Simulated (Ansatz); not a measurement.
**TiC: pressure series**

The parent structure is TiC in the rock salt structure (space group Fm-3m, No. 225; a = 4.2932 Å).

Cell and atoms are relaxed at each pressure.

Method: plane-wave PAW DFT at the PBEsol level (Ansatz, an electronic-structure program, 420 eV), without spin-orbit coupling.

```json
[
 {"P (GPa)": "-1.99", "V (Å³/atom)": "9.967"},
 {"P (GPa)": "-0.99", "V (Å³/atom)": "9.929"},
 {"P (GPa)": "0.30", "V (Å³/atom)": "9.881"},
 {"P (GPa)": "0.70", "V (Å³/atom)": "9.866"},
 {"P (GPa)": "1.49", "V (Å³/atom)": "9.837"},
 {"P (GPa)": "2.99", "V (Å³/atom)": "9.784"},
 {"P (GPa)": "4.99", "V (Å³/atom)": "9.716"},
 {"P (GPa)": "7.48", "V (Å³/atom)": "9.633"},
 {"P (GPa)": "9.99", "V (Å³/atom)": "9.553"}
]
```

A third-order Birch–Murnaghan fit to these points gives V₀ = 9.89 Å³/atom, B₀ = 267 GPa and B₀′ = 4.0. At pressure 10 GPa the volume is 96.6 % of V₀.

Load acts through the strain it causes; cell and atoms are relaxed under it. Stability against distortions was not tested. Competing high-pressure phases were not computed. The base started in Pnma and relaxed to Fm-3m at this level. All final runs are without spin polarisation.
